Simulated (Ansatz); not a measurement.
The parent structure is Na in the diamond structure (space group Fd-3m, No. 227; a = 7.584 Å; a hypothetical phase, not in the database extracts checked). Axes: x, y, z lie along the cube axes.

(Cell as relaxed with PBE.)

Levels (all Ansatz, a first-principles code, PAW): PBE (420 eV, no SOC); PBEsol (420 eV, spin-orbit coupling left out).

Each level relaxes its own structure.

| base | PBE | PBEsol |
|---|---|---|
| volume per atom | 54.53 Å³ | 52.51 Å³ |
| lattice parameter a | 7.584 Å | 7.489 Å |
| band gap | zero | zero |

The change: a free-standing slab of 2 layers (4 atoms, 2 a layer) is cut normal to [110], with 15 Å of vacuum and the in-plane cell held at bulk.

```csv
quantity,PBE,PBEsol
shortest interatomic distance,3.432 Å,3.414 Å
excess energy per area of both faces (slab less bulk energy over the cell's area: twice a surface energy),0.15 J/m²,0.17 J/m²
```

PBE's shortest interatomic distance lies 0.018 Å above PBEsol's (0.5 %); PBE's excess energy per area of both faces lies 0.026 J/m² below PBEsol's. Neither level is exact; PBEsol is the comparison here, not a measurement.

Slab and bulk use different k-meshes, which limits the precision of the excess energy. Stability against distortions was not tested.
